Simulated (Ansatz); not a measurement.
Effect of Be on a Se site (antisite), symmetric start on BeSe

Consider an 8-atom supercell of BeSe in the zinc blende structure (space group F-43m, No. 216; a = 5.1777 Å) at its relaxed geometry.

It is then changed as follows: one Se atom is replaced by Be, atoms relaxed at fixed cell.

Calculations: plane-wave PAW DFT at the PBE level (Ansatz, an electronic-structure program, 420 eV), no spin-orbit coupling, earlier PAW set. Settings: 5×5×5 k-points, 0.01 eV Fermi–Dirac smearing.

```tsv
quantity	base	changed	shift
pressure	0.0 GPa	-1.4 GPa	-1.4 GPa
energy gained by relaxation	–	0.04 eV	–
largest displacement of a host atom from its site in the perfect cell	–	0.05 Å	–
mean distance from the defect site to its nearest host atoms	2.24 Å	2.30 Å	+0.054 Å
```

Final structure:

```yaml
crystal:
  lattice:
    - [-5.17766, 0.00000, 0.00000]
    - [0.00000, 0.00000, 5.17766]
    - [0.00000, 5.17766, 0.00000]
  atoms:
    - { symbol: Be, position: [0.25000, 0.75000, 0.75000] }
    - { symbol: Se, position: [0.75000, 0.75000, 0.25000] }
    - { symbol: Se, position: [0.75000, 0.25000, 0.75000] }
    - { symbol: Se, position: [0.25000, 0.25000, 0.25000] }
    - { symbol: Be, position: [0.99394, 0.00606, 0.00606] }
    - { symbol: Be, position: [0.50606, 0.00606, 0.49394] }
    - { symbol: Be, position: [0.50606, 0.49394, 0.00606] }
    - { symbol: Be, position: [0.99394, 0.49394, 0.49394] }
```

Cost of the whole job for the changed cell (relaxation, final SCF and bands): about 40 core-seconds (a rough figure).

The magnetic state is the one reached from the starting moments; the real material's order can differ, and small cells can't hold many antiferromagnetic ones. In so small a cell the defect repeats every few ångströms: this is an ordered compound, not a dilute defect. The mesh was chosen for an insulator and is coarse for the gapless case. The defect started on the symmetric site and kept its symmetry, so it may sit on a saddle. Seeded moments were not kept for Be on a Se site (antisite). The defect cell is spin-polarised and ends with 0.1 μB.
